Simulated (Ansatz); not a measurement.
Start from TaP (space group P-6m2, No. 187; a = 3.282 Å, c = 3.317 Å; a cell from a computed database, its experimental status unchecked).

Now apply this change: cell and atoms relaxed at a pressure of 5 GPa.

Levels (all Ansatz, a quantum-chemistry and plane-wave program, PAW): PBEsol (420 eV, spin-orbit coupling left out); PBEsol+SOC (420 eV, noncollinear with spin-orbit coupling).

The geometry is relaxed with PBEsol.

- PBEsol pressure: 5.0 GPa

Q: How does going to PBEsol+SOC change the pressure?

A: The pressure drops by 0.2 GPa (5.0 GPa → 4.8 GPa).

Single points use the geometry relaxed with PBEsol. The spin-orbit shifts are approximate. Load acts through the strain it causes; cell and atoms are relaxed under it. Whether these cells are dynamically stable was not tested. No other phases were tried under pressure. The runs without spin-orbit coupling are not spin-polarised.
